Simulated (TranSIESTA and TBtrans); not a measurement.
## Si chain with one bond stretched by 2.0 Å

System: Si chain with one bond stretched by 2.0 Å. Leads: straight Si chain, spacing 2.385 Å. Geometry: as built, not relaxed.

Computed with TranSIESTA and TBtrans, PBE, DZP numerical orbitals (energy shift 0.15 eV), PseudoDojo norm-conserving scalar-relativistic potentials, mesh cutoff 200 Ry, 300 K, no spin polarisation, no spin-orbit coupling; self-consistent non-equilibrium Green functions.

| Quantity | Value |
|---|---|
| Conductance at 300 K (G0 = 2e²/h) | 0.10 |
| Thermopower (μV/K) | -3.0 |
| Mean T from −0.5 to 0.5 eV | 0.092 |

Energies count from the leads' Fermi level. Transmissions are for one spin of a degenerate pair. The energy step is 0.01 eV; narrower resonances are cut or missed.

| E (eV) | T | lead channels |
|---|---|---|
| -1.95 | 0.012 | 1 |
| -1.80 | 0.019 | 1 |
| -1.65 | 0.023 | 1 |
| -1.50 | 0.028 | 1 |
| -1.35 | 0.031 | 1 |
| -1.20 | 0.035 | 1 |
| -1.05 | 0.039 | 1 |
| -0.90 | 0.043 | 3 |
| -0.75 | 0.049 | 3 |
| -0.60 | 0.055 | 3 |
| -0.45 | 0.063 | 3 |
| -0.30 | 0.076 | 3 |
| -0.15 | 0.092 | 3 |
| 0.00 | 0.10 | 3 |
| 0.15 | 0.11 | 3 |
| 0.30 | 0.10 | 3 |
| 0.45 | 0.099 | 3 |
| 0.60 | 0.099 | 3 |
| 0.75 | 0.10 | 3 |
| 0.90 | 0.10 | 3 |
| 1.05 | 0.11 | 3 |
| 1.20 | 0.11 | 3 |
| 1.35 | 0.12 | 3 |
| 1.50 | 0.12 | 3 |
| 1.65 | 0.13 | 3 |
| 1.80 | 0.14 | 3 |
| 1.95 | 0.15 | 3 |

The straight chain is held at its spacing; free chains may zigzag or dimerise. No spin-polarised start was tried, so a magnetic state, if there is one, is missed.
